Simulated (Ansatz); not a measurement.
SiO2 (P4₁2₁2, No. 92), treated with PBE in Ansatz (plane waves, PAW).

Run with plane-wave cutoff 500 eV, 6×6×6 k mesh, gaussian smearing 0.02 eV, scalar-relativistic PAW data made under PBE.

Computed at the level's own relaxed cell.

Q: What does this level give for the volume per atom, lattice constant a, c axis length and band gap?

A: 
* **volume per atom**: 15.25 Å³/atom
* **lattice constant a**: 5.079 Å
* **c axis length**: 7.093 Å
* **band gap**: 5.52 eV (on the SCF k mesh)

Note: the volume lies 7 % above that of the published cell.

Static lattice: no zero-point or thermal effects.

Ansatz is a first-principles code.
